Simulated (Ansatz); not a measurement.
Structures of equal composition on the (100) surface of rock-salt TiN: a layer of Ru, one atom over each N; a layer of Ru, one atom over each Ti. The slabs share one bottom face, and each structure is named by its start. These are constructed structures in small cells; real faces may alloy, dewet or reconstruct in larger ones, and not all known structures of the face are among them. Slabs of about 13 Å, Fermi-Dirac smearing of 0.1 eV. Bottom of the slabs: a bare face, its two planes held. Relaxed from the named starts with such symmetry as they have, on meshes of like density; energies extrapolated to zero smearing; spin only where a row says so; no spin-orbit coupling, no U. Brackets mark spin-polarised runs, whose order is one that fits the cell.

These are PBE (plane waves to 420 eV, PAW; Ansatz, a quantum-chemistry and plane-wave program) values and carry that method's errors.

Task: Rank these by energy per 1x1 cell (lowest first), as PBE gives it.

Result: a layer of Ru, one atom over each N (0.000 eV), a layer of Ru, one atom over each Ti (1.015 eV)
